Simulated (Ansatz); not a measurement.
Start from ZnS (space group P4_2/mnm, No. 136; a = 6.518 Å, c = 3.808 Å; a hypothetical phase, not in the database extracts checked). Axes: x, y, z lie along a, b, c of the conventional cell.

The change: tensor shear ε_xz = +0.68 % (engineering shear γ = 0.0136), atoms relaxed at fixed cell.

Levels (all Ansatz, a quantum-chemistry and plane-wave program, PAW): PBEsol (420 eV, no spin-orbit coupling); r2SCAN (500 eV, spin-orbit coupling left out); HSE06 (420 eV, spin-orbit coupling left out).

At the geometry relaxed with PBEsol, these levels gave the following band gaps, in shuffled order: (a) 3.58 eV, (b) 2.91 eV, (c) 2.22 eV.

Question: Match each gap to its level.

Answer: (a) HSE06; (b) r2SCAN; (c) PBEsol.

Single points use the geometry relaxed with PBEsol. The cells carry an imposed strain or load. Stability against distortions was not tested.
